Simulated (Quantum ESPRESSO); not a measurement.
A self-consistent single point of Tl3Zn (P1, 4 atoms in the cell) with Quantum ESPRESSO.

Level of theory: LDA (PZ), GBRV 1.5 ultrasoft (LDA) pseudopotentials (plane waves; Quantum ESPRESSO).

```xyz
4
Lattice="0.0000 3.8311 3.8311 3.8311 0.0000 3.8311 3.8311 3.8311 0.0000" Properties=species:S:1:pos:R:3 pbc="T T T"
Zn     0.0902     0.0091    -0.0313
Tl     3.7862     3.8290     3.8279
Tl     1.8700     1.9043     1.9648
Tl     5.7470     5.7510     5.7319
```

Reference input (self-consistent single point, DFT, LDA (PZ), plane waves, GBRV 1.5 ultrasoft (LDA) pseudopotentials): ecutwfc = 50 Ry; ecutrho = 250 Ry; occupations = smearing; smearing = marzari-vanderbilt; degauss = 0.0036749 Ry; potentials = {Zn: zn_lda_v1.uspp.F.UPF, Tl: tl_lda_v1.2.uspp.F.UPF}; K_POINTS = automatic 4 4 4 0 0 0; conv_thr = 1e-10 Ry. This run's input differs from it in these lines:

```diff
@@ -12,4 +12,4 @@
     ntyp = 2,
-    ecutwfc = 50,
-    ecutrho = 250,
+    ecutwfc = 20,
+    ecutrho = 100,
     occupations = 'smearing',
```

Output (repeated stretches shortened):

```
     Self-consistent Calculation

     iteration #  1     ecut=    20.00 Ry     beta= 0.70

     negative rho (up, down):  1.533E-01 0.000E+00

     total energy              =    -892.82219727 Ry
     estimated scf accuracy    <       0.85007913 Ry

     iteration #  2     ecut=    20.00 Ry     beta= 0.70

     negative rho (up, down):  1.546E-01 0.000E+00

     total energy              =    -893.16577134 Ry
     estimated scf accuracy    <       0.75471355 Ry

     iteration #  3     ecut=    20.00 Ry     beta= 0.70

     negative rho (up, down):  1.552E-01 0.000E+00

     total energy              =    -893.28635163 Ry
     estimated scf accuracy    <       0.01921092 Ry

   [... 7 blocks of this kind left out ...]

     iteration # 11     ecut=    20.00 Ry     beta= 0.70

     negative rho (up, down):  1.557E-01 0.000E+00

     total energy              =    -893.29597097 Ry
     estimated scf accuracy    <          2.0E-10 Ry

     iteration # 12     ecut=    20.00 Ry     beta= 0.70

     negative rho (up, down):  1.557E-01 0.000E+00
     End of self-consistent calculation

     the Fermi energy is     9.5881 ev

!    total energy              =    -893.29597097 Ry
     estimated scf accuracy    <          2.7E-11 Ry
     smearing contrib. (-TS)   =      -0.00065814 Ry
     internal energy E=F+TS    =    -893.29531283 Ry

     convergence has been achieved in  12 iterations

     negative rho (up, down):  1.557E-01 0.000E+00

     Forces acting on atoms (cartesian axes, Ry/au):

     atom    1 type  1   force =     0.00564198    0.00145350   -0.00177773
     atom    2 type  2   force =    -0.00157094   -0.00020953    0.00036009
     atom    3 type  2   force =    -0.00139947   -0.00112415   -0.00013498
     atom    4 type  2   force =    -0.00267158   -0.00011982    0.00155262

     Total force =     0.007249     Total SCF correction =     0.000011

     negative rho (up, down):  1.557E-01 0.000E+00
          total   stress  (Ry/bohr**3)                   (kbar)     P=    -2143.34
  -0.01457607   0.00000299   0.00000118        -2144.21        0.44        0.17
   0.00000299  -0.01456313  -0.00000318            0.44    -2142.31       -0.47
   0.00000118  -0.00000318  -0.01457125            0.17       -0.47    -2143.50

   JOB DONE.
```

The run converged in 12 iterations. Against the reference run the free energy rises by 8.36 eV/atom, the pressure goes from -4.29 to -214.3 GPa and the largest force goes from 0.135 to 0.157 eV/Å.

The starting cell comes from a database of computed structures (which also holds hypothetical and non-ambient phases and stackings), without a prior relaxation at this level. Its atoms were displaced at random from the sites of space group no. 225. At the lowered cutoff the pressure carries the error of an incomplete plane-wave basis.
